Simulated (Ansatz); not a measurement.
Start from WC (space group P-6m2, No. 187; a = 2.9122 Å, c = 2.8362 Å).

Level of theory: r2SCAN (Ansatz, a program for electronic structure; PAW; 500 eV plane waves; without spin-orbit coupling).

Base values:

| Quantity | Result |
|---|---|
| Volume per atom | 10.42 Å³ |
| Band gap | zero |

One thing is altered: cell and atoms relaxed at a pressure of 0.9 GPa.

Question: Predict the new volume per atom.

Answer: The volume per atom decreases by 0.023 Å³, from 10.42 Å³ to 10.39 Å³.

Question: Predict the new band gap.

Answer: The band gap remains zero.

Load acts through the strain it causes; cell and atoms are relaxed under it. Whether these cells are dynamically stable was not tested. The final runs are not spin-polarised.
